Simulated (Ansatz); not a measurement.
Worked example: relaxation of the atoms of RbAsF6 (R3, 8 atoms in the cell) in Ansatz (a program for electronic structure).

Method of the run: LDA (PW92), default PAW files made with PBE (plane waves; Ansatz).

The change in words: one atom moved by 0.15 angstrom; relax: default → atoms; relax.f_tol: default → 0.001 eV/Å. Reference geometry:
```
RbAsF6
1.0
    3.70631     2.13984     2.46845
   -3.70631     2.13984     2.46845
    0.00000    -4.27968     2.46845
Rb As F
1 1 6
Direct
  0.50000   0.50000   0.50000
  0.00000   0.00000   0.00000
  0.07742   0.71201   0.79961
  0.92258   0.28799   0.20039
  0.79961   0.07742   0.71201
  0.20039   0.92258   0.28799
  0.71201   0.79961   0.07742
  0.28799   0.20039   0.92258
```

Reference input (self-consistent single point, DFT, LDA (PW92), plane waves, default PAW files made with PBE): basis.ecutwfc = 30.9 Ry; kpoints.mp_grid.grid = 5 5 5; hamiltonian.xc = lda; hamiltonian.pseudopotentials = {kind: paw} (the program's default PAW files); scf.occupations.method = fermi_dirac; scf.occupations.width = 0.0037 Ry. This run's input differs from it in these lines:

```diff
@@ -6,3 +6,3 @@
   atoms:
-    - { symbol: Rb, position: [0.50000000, 0.50000000, 0.50000000] }
+    - { symbol: Rb, position: [0.52025600, 0.52025600, 0.52025600] }
     - { symbol: As, position: [0.00000000, 0.00000000, 0.00000000] }
@@ -27,2 +27,4 @@
     width: 0.0037 Ry
+relax:
+  f_tol: 0.001
 output:
```

Output, abridged:

```
   [... SCF lines of the steps left out ...]
relax step   1: F+E_penalty+E_count = -12709.79130506 eV  Δ(F+E_penalty+E_count) = +0.000e0 eV  max|allowed force component| = 4.216e-1 eV/Å  Δτ_max = 0.0000 Å  (7 SCF iters, dr2 threshold 1.00e-7 eV, accepted)
relax step   2: F+E_penalty+E_count = -12709.80528401 eV  Δ(F+E_penalty+E_count) = -1.398e-2 eV  max|allowed force component| = 3.533e-1 eV/Å  Δτ_max = 0.1950 Å  (6 SCF iters, dr2 threshold 1.11e-5 eV, accepted)
   [... lines left out ...]
relax step   5: F+E_penalty+E_count = -12709.81201370 eV  Δ(F+E_penalty+E_count) = -4.929e-5 eV  max|allowed force component| = 8.675e-3 eV/Å  Δτ_max = 0.0024 Å  (5 SCF iters, dr2 threshold 5.63e-9 eV, accepted)
relax step   6: F+E_penalty+E_count = -12709.81202720 eV  Δ(F+E_penalty+E_count) = -1.350e-5 eV  max|allowed force component| = 1.460e-3 eV/Å  Δτ_max = 0.0015 Å  (5 SCF iters, dr2 threshold 4.70e-9 eV, accepted)
relax step   7: F+E_penalty+E_count = -12709.81202754 eV  Δ(F+E_penalty+E_count) = -3.448e-7 eV  max|allowed force component| = 4.975e-5 eV/Å  Δτ_max = 0.0004 Å  (5 SCF iters, accepted)
the relaxation is at rest under the 3 symmetry operations that the run kept from its start: a minimum is not shown …
Stability not checked: this state was not tested for a lower state beside it, because too few of the mixer's solves of this state at the end of the SCF gave a …
Free energy (F): -12709.812028 eV
Internal energy: -12709.812028 eV  (E = F + TS)
E sigma→0 (E₀):  -12709.812028 eV
Fermi energy:    3.413371 eV
--- Forces (eV/Å), atoms counted from 1 ---
  atom   1  Rb    -0.00000000    -0.00000000    -0.00000443
  atom   2  As     0.00000000    -0.00000000    -0.00001268
   [... lines left out ...]
    - { symbol: F, position: [0.7927268108134529, 0.08120580160208807, 0.7216052513469778] }
    - { symbol: F, position: [0.21233721928399535, 0.9238581172694502, 0.2834586132664717] }
    - { symbol: F, position: [0.7216052513469778, 0.7927268108134529, 0.08120580160208812] }
    - { symbol: F, position: [0.2834586132664717, 0.2123372192839954, 0.9238581172694502] }
```

The run converged. 

Summary of the result:
- Free energy E − TS (on the zero of these files) = -12709.8120 eV
- Top of the valence band (on the code's own zero) = 0.60 eV
- Gap on the k-point mesh = 5.49 eV
- Pressure = -1.45 GPa
- Relaxation steps = 7

The starting cell comes from a database of computed structures (which also holds hypothetical and non-ambient phases and stackings), without a prior relaxation at this level. Its lattice was rescaled by up to half a per cent. For this run, on top of that: one atom moved by 0.15 angstrom. The relaxation keeps the symmetry of its start, so its end need not be a minimum. Ansatz's pressure includes its estimate of the finite-basis (Pulay) stress. Without the estimate this run gives -2.31 GPa.

Cost on one core of a shared machine: roughly 60 s.

Keys are those of Ansatz 0.2.
